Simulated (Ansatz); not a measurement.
Reference: LiNbO3 (R3c), PBEsol, rigid bands (plane waves, PAW, scalar-relativistic; Ansatz, an electronic-structure program); geometry: cell and atoms relaxed with PBEsol.

```cif
data_Li6Nb6O18
_chemical_formula_sum 'Li6 Nb6 O18'
_space_group_name_H-M_alt 'R3c :H'
_space_group_IT_number 161
_space_group_name_Hall 'R 3 -2"c'
_cell_length_a 5.13439
_cell_length_b 5.13439
_cell_length_c 13.82511
_cell_angle_alpha 90.000
_cell_angle_beta 90.000
_cell_angle_gamma 120.000
loop_
_atom_site_label
_atom_site_type_symbol
_atom_site_symmetry_multiplicity
_atom_site_Wyckoff_symbol
_atom_site_fract_x
_atom_site_fract_y
_atom_site_fract_z
_atom_site_occupancy
Li1 Li 6 a 0.00000 0.00000 0.21923 1
Nb1 Nb 6 a 0.00000 0.00000 0.00160 1
O1 O 18 b 0.01069 0.38001 0.27069 1
```
(The calculation used a cell of 10 atoms; values per cell refer to that cell.)

The band gap is 3.50 eV and the electron conductivity mass is 1.64 mₑ. The hole conductivity mass is 3.6 mₑ and the Seebeck coefficient, n-type 1e19 cm⁻³ comes out as -566 μV/K.

Problem. Replace Nb by Ta on the same sites and relax. What happens?

Solution. LiTaO3 (R3c): volume per atom 10.5 to 10.5 Å³; band gap rises (3.50 eV to 3.79 eV); electron conductivity mass falls (1.64 mₑ to 1.25 mₑ); hole conductivity mass falls (3.6 mₑ to 3.1 mₑ); Seebeck coefficient, n-type 1e19 cm⁻³ falls in size (-566 μV/K to -498 μV/K).

Moves up to 5 % count as about the same. Masses are for dilute carriers at 300 K, harmonic means over directions unless an axis is named. Seebeck coefficients are for the stated density at 300 K, with one relaxation time for all states and whether or not that doping can be reached. Spin-orbit coupling is left out.

The missing spin-orbit coupling matters most for LiTaO3 (R3c).
